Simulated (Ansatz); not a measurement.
Antifluorite K2S, treated with LDA (Ansatz, a first-principles code, plane waves, PAW).

Run with plane-wave cutoff 520 eV, 8×8×8 k mesh, perturbation theory, scalar-relativistic PAW data made under PBE.

The cell has the measured lattice parameters. Conventional cell: a = 7.3910 Å, b = 7.3910 Å, c = 7.3910 Å, α = 90.00°, β = 90.00°, γ = 90.00°.

Harmonic phonon frequencies (cm⁻¹; i marks an imaginary mode; at Γ without the LO shift):

```json
[
 {"q point": "Γ", "frequencies": "0 0 0 120 120 120 153 153 153"},
 {"q point": "X", "frequencies": "68 76 76 111 111 149 149 155 177"},
 {"q point": "U", "frequencies": "70 84 87 102 129 143 149 155 167"},
 {"q point": "L", "frequencies": "72 72 106 106 111 129 148 148 179"}
]
```

No imaginary mode appears at these points.

Note: the cell isn't this level's own, so it is under some stress, which shifts stiffness and frequencies.
